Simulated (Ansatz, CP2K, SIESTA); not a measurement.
**Code comparison for NiS (P1, 6 atoms in the cell)**

Self-consistent single point, at a second geometry (atoms moved at random). First geometry:

```
NiS
1.0
    4.78826     2.76450     1.05011
   -4.78826     2.76450     1.05011
    0.00000    -5.52900     1.05011
Ni S
3 3
Direct
  0.65964   0.39689   0.39689
  0.39689   0.65964   0.39689
  0.39689   0.39689   0.65964
  0.78349   0.11926   0.11926
  0.11926   0.78349   0.11926
  0.11926   0.11926   0.78349
```

Second geometry:
```
CELL_PARAMETERS angstrom
      4.78826     2.76450     1.05011
     -4.78826     2.76450     1.05011
      0.00000    -5.52900     1.05011
ATOMIC_POSITIONS crystal
  Ni 0.66917 0.40094 0.40682
  Ni 0.37924 0.64934 0.38594
  Ni 0.39937 0.40077 0.65728
  S  0.77608 0.12371 0.11802
  S  0.12473 0.78882 0.13043
  S  0.12685 0.11185 0.77695
```

Shared settings, as Ansatz (a program for electronic structure) writes them: kpoints.mp_grid.grid = 7 7 7; scf.occupations.method = fermi_dirac; scf.occupations.width = 0.136 eV. Potentials and cutoffs stand in the table.

```tsv
code	model	ΔF from the first geometry (meV/atom)	pressure (GPa)	largest force (eV/Å)	cutoff
Ansatz	LDA (PW92), PAW files made with PBE	12.6	-10.95	0.773	default
CP2K	LDA (Pade form), GPW, DZVP-MOLOPT-SR-GTH basis, GTH-PADE potentials (GTH_POTENTIALS)	11.9	-11.55	0.740	grid 600 Ry
SIESTA	LDA PW92, numerical atomic orbitals DZP, PseudoDojo LDA standard norm-conserving potentials (rewritten from UPF to PSML)	12.0	-15.45	0.770	grid 400 Ry
```

Size of the force on each atom (eV/Å): Sizes of forces hide their directions.

```
code      Ni1    Ni2    Ni3     S4     S5     S6
------  -----  -----  -----  -----  -----  -----
Ansatz  0.439  0.344  0.237  0.773  0.452  0.754
CP2K    0.563  0.465  0.156  0.732  0.409  0.740
SIESTA  0.364  0.278  0.366  0.770  0.420  0.763
```

On Ansatz's run: spin polarisation is off, so a magnetic state, if there is one, cannot be reached.

The spread over the programs that give each value: ΔF from the first geometry within 0.7 meV/atom; pressure within 4.50 GPa; largest force within 0.033 eV/Å.

CP2K and SIESTA use small atom-centred bases, whose incompleteness enters pressures, forces and empty levels differently from a plane-wave cutoff. Ansatz's pressure is given at a fixed set of plane waves, as the other plane-wave codes print theirs; with its correction for the finite basis it is -10.88 GPa.

The starting cell comes from a database of computed structures (which also holds hypothetical and non-ambient phases and stackings), without a prior relaxation at this level. Its lattice was rescaled by a random factor within 2.5 % of one. For this run, on top of that: atoms moved at random.

Keys are those of Ansatz 0.2.
